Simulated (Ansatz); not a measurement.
FeNi3 in the Cu3Au type structure (space group Pm-3m, No. 221; ferromagnetic)

```yaml
crystal:
  lattice:
    - [3.48907, 0.00000, 0.00000]
    - [0.00000, 3.48907, 0.00000]
    - [0.00000, 0.00000, 3.48907]
  atoms:
    - { symbol: Ni, position: [0.00000, 0.50000, 0.50000] }
    - { symbol: Ni, position: [0.50000, 0.50000, 0.00000] }
    - { symbol: Ni, position: [0.50000, 0.00000, 0.50000] }
    - { symbol: Fe, position: [0.00000, 0.00000, 0.00000] }
```

Method: PBEsol in Ansatz (plane waves to 420 eV, PAW, without spin-orbit coupling). Γ-centred 13×13×13 mesh, Fermi–Dirac width 0.05 eV.

| Quantity | Value |
|---|---|
| Volume per atom | 10.62 Å³ |
| Density | 9.07 g/cm³ |
| Band gap | zero |
| Magnetic state | ferromagnetic |
| Total energy | -5466.024 eV/atom (σ→0; compares only within this code and set-up) |

The magnetic state is the one reached from the starting moments; the real material's order can differ, and small cells can't hold many antiferromagnetic ones. Whether these cells are dynamically stable was not tested.

Ansatz is an electronic-structure program.
